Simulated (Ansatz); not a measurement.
Amorphous Si30N40Ag, 71 atoms at 3.11 g/cm³, one PBE-relaxed geometry, zone centre. Methods: PBE, scalar-relativistic without spin-orbit coupling (Ansatz, an electronic-structure program); r2SCAN, scalar-relativistic without spin-orbit coupling (Ansatz); HSE06, scalar-relativistic without spin-orbit coupling (Ansatz). Plane waves to 420 eV (r2SCAN 500 eV); exact exchange is cut at the cell's faces. In the spin-polarised cell the level spacing at the Fermi energy can part levels of unlike spin. At PBE the levels at the filled edge of the gap are localised (band-tail or defect states), and the nearest spread-out levels lie 2.3 eV apart at the zone centre.

It comes from a melt-quench run on a machine-learned potential (CHGNet), relaxed afterwards by DFT. N atoms were pushed apart under 1.9 Å during the dynamics, to hinder bonds among them. The hot cell started wider than the set density and was brought back towards it in steps. It is the lowest in DFT energy of 2 quenches. It is a model cell: composition and starting density were chosen by hand, and all elements were melted together. No dispersion term was used. Its density started from a set value of 3.11 and ended at 3.11 g/cm³. The quench (nominally 300 K/ps over its main leg) was far faster than any real one, so the model tends to hold more defects than a real film. Values belong to this one cell and scatter from quench to quench. The volume was held where the preparation left it, at a PBE pressure of 4.9 GPa. Stress components on the final sampling reach 6.3 GPa.

The relaxation ran on the zone centre alone. At PBE the level spacing at the Fermi energy is 1.04 eV on a 2×2×2 Γ-centred mesh, and the spacing at the zone centre alone 1.18 eV.

**Question.** What zone-centre spacing does r2SCAN give, roughly?

**Answer.** 1.77 eV (+0.59 eV against PBE).

**Question.** What zone-centre spacing does HSE06 give, roughly?

**Answer.** 2.37 eV (+1.19 eV against PBE).

The highest filled and the lowest empty state spread over these numbers of atoms (participation numbers): PBE: 5.4 and 11.0; r2SCAN: 5.3 and 31.9; HSE06: 5.0 and 15.8.
